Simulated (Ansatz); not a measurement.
The parent structure is Na in the bcc (W type) structure (space group Im-3m, No. 229; a = 4.1735 Å; relaxed with 0.1 eV smearing).

The values are results of plane-wave PAW DFT at the PBEsol level (Ansatz, a quantum-chemistry and plane-wave program, 420 eV), without spin-orbit coupling, not measurements.

Base values:

The pressure is 0.0 GPa.

Perturbation: every lattice vector is stretched by 2.50 %, atoms relaxed at fixed cell.

Predict the new pressure.

The pressure goes from zero to -0.5 GPa.

What happens to the energy relative to the base?

The energy rises by 4.7 meV/atom.

The cells carry an imposed strain or load. Whether these cells are dynamically stable was not tested.
